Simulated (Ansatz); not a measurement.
# CdTe: isotropic strain +3.00 %

The reference is CdTe in the zinc blende structure (space group F-43m, No. 216; a = 6.618 Å).

One thing is altered: an isotropic linear strain of +3.00 %; the atoms relax in the strained cell.

The values are results of DFT with PBE, PAW potentials and a 420 eV plane-wave cutoff in Ansatz (a quantum-chemistry and plane-wave program), no spin-orbit coupling, not measurements. Settings: 9×9×9 k-points, 0.05 eV Fermi–Dirac smearing.

- Volume per atom: 39.59 Å³ (base 36.23 Å³)
- Space group: F-43m (No. 216) (base F-43m (No. 216))
- Shortest interatomic distance: 5.578 bohr (base 5.415 bohr)
- Energy relative to the base (free energy F): +29 meV/atom
- Pressure: -2.52 GPa (base 0.00 GPa)
- Band gap: 0.33 eV (base 0.59 eV)
- Gap character: direct at Γ (base direct at Γ)
- Mean gap deformation potential ΔEg/Δln V: -2.8 eV
- Width of the top valence band: 1.63 eV (base 1.94 eV)
- Electron mass: 0.035 mₑ (at Γ) (base 0.053 mₑ (at Γ))
- Hole mass (degenerate bands, along [100]): 0.035, 0.67, 0.67 mₑ (at Γ) (base 0.054, 0.57, 0.57 mₑ (at Γ))
- Valley order (the lowest conduction-band minima on the path, energy above the VBM, named in the base's zone): Γ 0.33 eV; L along ⟨111⟩ 1.66 eV (base Γ 0.59 eV; L along ⟨111⟩ 1.76 eV)

Spin-orbit coupling, missing from the scalar runs, can matter with Te. Masses are band curvatures over ±0.01 Å⁻¹ around the edge. No phonon test of stability was made.
